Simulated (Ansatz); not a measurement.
Subject: the formation energy of Nb_Al in Al (fcc, Fm-3m). Reaction: 63 Al (fcc) + Nb (bcc) → cell A.

Cell A: a supercell of 64 sites of Al (fcc, Fm-3m) with Nb on an Al site (12 Al at 2.85 Å); spin state with PBE: run without spin, k-point mesh 4×4×4.
```
CELL_PARAMETERS angstrom
     11.42999     0.00000     0.00000
      5.71499     9.89866     0.00000
      5.71499     3.29955     9.33255
ATOMIC_POSITIONS crystal
  Al 0.00000 0.00000 0.00000
  Al 0.00000 0.00000 0.24831
  Al 0.00000 0.00000 0.50000
  Al 0.00000 0.00000 0.75169
  Al 0.00000 0.24831 0.00000
  Al 0.99946 0.25009 0.25009
  Al 0.99946 0.25009 0.50037
  Al 0.00000 0.24831 0.75169
  Al 0.00000 0.50000 0.00000
  Al 0.99946 0.50037 0.25009
  Al 0.00000 0.50000 0.50000
  Al 0.00054 0.49963 0.74991
  Al 0.00000 0.75169 0.00000
  Al 0.00000 0.75169 0.24831
  Al 0.00054 0.74991 0.49963
  Al 0.00054 0.74991 0.74991
  Al 0.24831 0.00000 0.00000
  Al 0.25009 0.99946 0.25009
  Al 0.25009 0.99946 0.50037
  Al 0.24831 0.00000 0.75169
  Al 0.25009 0.25009 0.99946
  Al 0.25000 0.25000 0.25000
  Al 0.25009 0.25009 0.50037
  Al 0.24765 0.24765 0.75235
  Al 0.25009 0.50037 0.99946
  Al 0.25009 0.50037 0.25009
  Al 0.25089 0.50000 0.50000
  Al 0.25089 0.50000 0.74911
  Al 0.24831 0.75169 0.00000
  Al 0.24765 0.75235 0.24765
  Al 0.25089 0.74911 0.50000
  Al 0.24765 0.75235 0.75235
  Al 0.50000 0.00000 0.00000
  Al 0.50037 0.99946 0.25009
  Al 0.50000 0.00000 0.50000
  Al 0.49963 0.00054 0.74991
  Al 0.50037 0.25009 0.99946
  Al 0.50037 0.25009 0.25009
  Al 0.50000 0.25089 0.50000
  Al 0.50000 0.25089 0.74911
  Al 0.50000 0.50000 0.00000
  Al 0.50000 0.50000 0.25089
  Nb 0.50000 0.50000 0.50000
  Al 0.50000 0.50000 0.74911
  Al 0.49963 0.74991 0.00054
  Al 0.50000 0.74911 0.25089
  Al 0.50000 0.74911 0.50000
  Al 0.49963 0.74991 0.74991
  Al 0.75169 0.00000 0.00000
  Al 0.75169 0.00000 0.24831
  Al 0.74991 0.00054 0.49963
  Al 0.74991 0.00054 0.74991
  Al 0.75169 0.24831 0.00000
  Al 0.75235 0.24765 0.24765
  Al 0.74911 0.25089 0.50000
  Al 0.75235 0.24765 0.75235
  Al 0.74991 0.49963 0.00054
  Al 0.74911 0.50000 0.25089
  Al 0.74911 0.50000 0.50000
  Al 0.74991 0.49963 0.74991
  Al 0.74991 0.74991 0.00054
  Al 0.75235 0.75235 0.24765
  Al 0.74991 0.74991 0.49963
  Al 0.75000 0.75000 0.75000
```

Reference: Al (fcc, Fm-3m), 64 atoms in the cell, the relaxed perfect crystal repeated, atoms not moved again, k-point mesh 4×4×4 on the run's own vectors.

Reference: Nb (bcc, Im-3m), 1 atom in the cell; spin state with PBE: run without spin, k-point mesh 26×26×26 on the run's own vectors. Conventional cell: a = b = c = 3.3115 Å, α = β = γ = 90.00°.

Plane-wave PAW calculations with Ansatz (an electronic-structure program), its default PAW set, cutoff 420 eV, 500 eV for r2SCAN. The structures are at rest with PBE, within the held lattices; other levels are single points on them. Neutral cells; Fermi-Dirac smearing of at most 0.10 eV in the solids, energies taken to zero width. The lattices are those relaxed with PBE, so at other levels the solids can be strained, which adds to the spread. Larger cells are relaxed from a start prepared with the learned potential CHGNet, on a coarser mesh till forces fall under 0.03 eV/Å, which some starts already meet. A dispersion term (D3(BJ), or D4 for r2SCAN) was computed beside these levels and is taken off wherever the name lacks it. Nuclei at rest; no vibrational terms. No structure search was made; lower ones may exist. No correction for cell size. Mesh and cell size may move defect energies by 0.1 eV or more. Cell A has symmetry Fm-3m within 0.02 Å and got no random move, so less symmetric positions, which may lie lower, weren't tried.

**Question.** Predict the value from PBE.

**Answer.** -0.96 eV, for 63 Al (fcc) + Nb (bcc) → cell A.

**Question.** How does the value move with the functional?

**Answer.** 
```
Method  value (eV)  less PBE
------  ----------  --------
r2SCAN       -1.05     -0.09
```

The levels shown span 0.09 eV, from r2SCAN (-1.05) to PBE (-0.96).
